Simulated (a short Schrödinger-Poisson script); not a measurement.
Structure: MOS inversion layer, HfO2 on p-type Si(111), at 300 K.

```csv
layer,material,thickness (nm),Na (cm⁻³)
1,HfO2,6.5,-
2,Si,860,2.5e17
```

Constants are typed, rounded textbook-type inputs, not results; the design itself was drawn at random and stands for no fabricated device. HfO2: permittivity 22, conduction-band edge (eV) 1.55, gap (eV) 5.7, electron mass (mₑ) 0.2. Si: permittivity 11.7, conduction-band edge (eV) 0, gap (eV) 1.124, Nv at 300 K (cm⁻³) 3.1e19.

Channel valleys (confinement mass, in-plane density-of-states mass, number): Δ6 0.258, 0.358, 6. At the gate the conduction-band edge of layer 1 lies 1.59 eV − eVg above the Fermi level of the channel; the field vanishes at the back. Gaps are held at their typed values at every temperature. Mesh 0.03 nm at interfaces.

From a short Schrödinger-Poisson script (our own, NumPy): 1D Poisson equation in equilibrium, electrons quantum, Hartree (BenDaniel-Duke, 12 states a valley, the channel's in-plane mass for all, wave functions ending at the dielectric), parabolic valleys, classical holes, full ionisation, no traps, pinning or gate leakage.

The same stack at other levels of the model or other numerical settings:

```tsv
run	sheet density of all electrons at Vg = 0.85 V (cm⁻²)	sheet density of all electrons at Vg = 0.25 V (cm⁻²)	capacitance at Vg = 0.85 V (μF/cm²)	centroid of the channel electrons at Vg = 0.85 V (nm)	rough cost against the base
base	8.03e12	1.01e12	2.07	2.02	about 1
electrons treated as classical, Boltzmann	1.19e13	2.05e12	2.78	0.43	0.04
electrons treated as classical, Fermi-Dirac	1.11e13	1.98e12	2.55	0.64	0.2
mesh six times as coarse	8.04e12	1.01e12	2.07	2.02	0.3
one subband a valley	8.03e12	9.96e11	2.07	1.99	0.7
```

The classical rows ignore confinement, and Boltzmann statistics overrate the density once the band edge passes the Fermi level.
